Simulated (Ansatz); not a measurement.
**Re, response to strain**

The reference is Re in the hcp (Mg type) structure (space group P6_3/mmc, No. 194; a = 2.7519 Å, c = 4.4401 Å; relaxed with 0.1 eV smearing). Axes: x lies along a and z along c of the hexagonal cell.

Strains are applied to the cell and any free atomic positions relax; under biaxial strain the out-of-plane vector relaxes too.

Level of theory: DFT with PBEsol, PAW potentials and a 420 eV plane-wave cutoff in Ansatz (a program for electronic structure), no spin-orbit coupling.

```json
[
 {"biaxial strain, plane normal [001], relaxed out of plane (%)": "-3", "out-of-plane strain (%)": "1.97"},
 {"biaxial strain, plane normal [001], relaxed out of plane (%)": "-2.5", "out-of-plane strain (%)": "1.64"},
 {"biaxial strain, plane normal [001], relaxed out of plane (%)": "-2", "out-of-plane strain (%)": "1.32"},
 {"biaxial strain, plane normal [001], relaxed out of plane (%)": "-1.5", "out-of-plane strain (%)": "0.99"},
 {"biaxial strain, plane normal [001], relaxed out of plane (%)": "-1", "out-of-plane strain (%)": "0.66"},
 {"biaxial strain, plane normal [001], relaxed out of plane (%)": "-0.5", "out-of-plane strain (%)": "?"},
 {"biaxial strain, plane normal [001], relaxed out of plane (%)": "0", "out-of-plane strain (%)": "0.00"}
]
```

### Question
Fit ε⊥ = −νε + γε² (strains in %) to the rows shown and predict the withheld row.

### Answer
Least squares on the printed values gives ν = 0.66 (the biaxial Poisson response) and γ = -0.002 (largest residual 0.00 %); this predicts 0.33 %, and the run gives 0.33 %, in agreement.

Whether these cells are dynamically stable was not tested. All final runs are without spin polarisation.
